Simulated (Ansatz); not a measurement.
Ti2B (model structure, started from the Ca2N type, R-3m, No. 166, 3 atoms in the cell) was calculated with r²SCAN (plane waves, PAW; Ansatz, a first-principles code).

The input as run:

Ansatz 0.2 input:
```yaml
crystal:
  lattice:
    - [1.5905822254, 0.9183229418, 4.7772336281]
    - [-1.5905822254, 0.9183229418, 4.7772336281]
    - [0.0, -1.8366462862, 4.7772335507]
  atoms:
    - { symbol: Ti, position: [0.749977376, 0.749977376, 0.749977376] }
    - { symbol: Ti, position: [0.250022624, 0.250022624, 0.250022624] }
    - { symbol: B, position: [0.0, 0.0, 0.0] }
basis:
  ecutwfc: 560
  ecutrho_ratio: 4
  xc_grid: 3
kpoints:
  mp_grid: { grid: [20, 20, 20] }
hamiltonian:
  xc: r2scan
  dispersion: none
  pseudopotentials: { kind: paw }
scf:
  occupations: { method: fermi_dirac, width: 0.05 }
output:
  forces: true
  stress: true
  eigenvalues: true
relax:
  f_tol: 0.004
  escape_saddle: false
  max_steps: 80
  cell: { stress_tol: 0.02, fix: [volume] }
```

The run printed, among other lines:

```
Relaxation: its limit of steps is 80 (relax.max_steps)
Crystal: 3 atoms, lattice volume = 41.868 Å³
Basis set: ecut = 560 eV, 1237 PW (Γ), FFT grids on a1−a3, a2−a3, a3, exchange–correlation on 75×75×120 points (27 copies of the dense FFT grid, shifted against one another)
Bands: 18, of which v1, the nominal top of the filled ones, is band 14 counted from 1 (13 counted from 0)
Symmetry: 12 space group operations
Space group: R-3m (ITA 166), of the structure as read, at distance tolerance 3.5e-5 Å
k-points: 781 of 8000
Functional: x = r2scan, c = r2scan; τ floored in thin density (d = 2e-4 eV/Å³)
SCF iter   1: F=—  HF=-5166.233149 eV  |F-HF|=—  |Δ(HF+E_count)|=         —  Δρ=1.76e-2  dr2=1.34e-1  dr2_τ=1.43e-1
SCF iter   2: F=—  HF=-5166.261338 eV  |F-HF|=—  |Δ(HF+E_count)|=   2.82e-2  Δρ=5.57e-3  dr2=7.81e-3  dr2_τ=1.69e-3
  ...
SCF 1 converged in 7 iterations: F = -5166.265821 eV  dr2 = 4.29e-8
Crystal: 3 atoms, lattice volume = 41.868 Å³
Initial density: handed on by an earlier stage of this run
SCF 2 converged in 6 iterations: F = -5166.267379 eV  dr2 = 6.93e-8
Crystal: 3 atoms, lattice volume = 41.868 Å³
Basis set: ecut = 560 eV, 1249 PW (Γ), FFT grids on a1−a3, a2−a3, a3, exchange–correlation on 75×75×120 points (27 copies of the dense FFT grid, shifted against one another)
SCF 3 converged in 5 iterations: F = -5166.267677 eV  dr2 = 3.17e-8
Crystal: 3 atoms, lattice volume = 41.868 Å³
SCF iter   4: F=—  HF=-5166.267676 eV  |F-HF|=—  |Δ(HF+E_count)|=  3.17e-10  Δρ=1.33e-6  dr2=3.18e-10  dr2_τ=1.61e-10
SCF iter   5: F=-5166.267676 eV  HF=-5166.267676 eV  |F-HF|=1.27e-11  |Δ(HF+E_count)|=   4.26e-9  Δρ=1.15e-7  dr2=4.48e-12  dr2_τ=7.80e-13
SCF 4 converged in 5 iterations: F = -5166.267676 eV  dr2 = 4.48e-12
SCF converged after 5 iterations
Free energy (F): -5166.267676 eV
Internal energy: -5166.247850 eV  (E = F + TS)
E sigma→0 (E₀):  -5166.257763 eV
Fermi energy:    11.968470 eV
--- Forces (eV/Å), atoms counted from 1 ---
  atom   1  Ti    -0.00000000     0.00000000    -0.00015976
  atom   2  Ti     0.00000000    -0.00000000     0.00015976
  atom   3  B      0.00000000     0.00000000    -0.00000000
--- Stress (GPa, compression-positive) ---
        2.457140       0.000000      -0.000000
        0.000000       2.457140      -0.000000
       -0.000000      -0.000000       2.465225
  P = ⅓ Tr σ = 2.4598 GPa (24.598 kbar)
```

The cell is one volume of an energy–volume scan, off the minimum.

The PAW data were made under PBE.

Note: the run has no spin polarisation, so it can have missed a magnetic state. Note: the relaxation could raise the start's symmetry but not lower it, so the cell can be a saddle point.

It cost roughly 6 core-minutes of CPU time.

A model structure was made by putting elements into a prototype or built by hand; it is no filed structure, need not be a known phase, and can be a saddle point held by its symmetry.
